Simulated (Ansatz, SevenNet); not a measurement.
CsCl-type RuAl: properties by level of theory

Reference values: lattice constant a 2.992 Å (measured, temperature not stated, copied from a table, unchecked, not corrected to a static lattice; as tabulated in Acta Metallurgica 41, 863 (1993)); formation enthalpy -0.644 ± 0.02 eV/atom (measured, 298 K, copied from a table, unchecked, not corrected to a static lattice; as tabulated in Wang et al. (2021), doi:10.1038/s41598-021-94550-5).

| level (code) | lattice constant a (Å) | zone-centre TO phonon frequency (cm⁻¹) | elastic constant C11 (GPa) | elastic constant C44 (GPa) | Voigt–Reuss–Hill shear modulus (GPa) | enthalpy of formation (eV/atom) |
|---|---|---|---|---|---|---|
| SevenNet-0 | 3.007 | 197 | 244 | 67.6 | 59.9 | -0.691 |
| BLYP (Ansatz) | 3.037 | 270 | 286 | 100.0 | 90.1 | -0.667 |
| PBE (Ansatz) | 3.004 | 307 | 315 | 126 | 107 | -0.639 |

Differences from the reference values (errors of the level alone only where the reference is corrected to a static lattice):

| level | lattice constant a (%) | formation enthalpy (eV/atom) |
|---|---|---|
| SevenNet-0 | +0.50 | -0.047 |
| BLYP | +1.50 | -0.023 |
| PBE | +0.40 | +0.005 |

Nearest: lattice constant a, not ranked (reference at room or unstated temperature); formation enthalpy, not ranked (one source).

Machine-learned potentials (SevenNet-0) are trained on DFT data: a solid inside that data is no test of them.

Ansatz's density-functional and Hartree–Fock values are scalar-relativistic unless marked +SOC, with PAW data made under PBE.

Differences are worked out from the printed values.

Ansatz is a first-principles code.
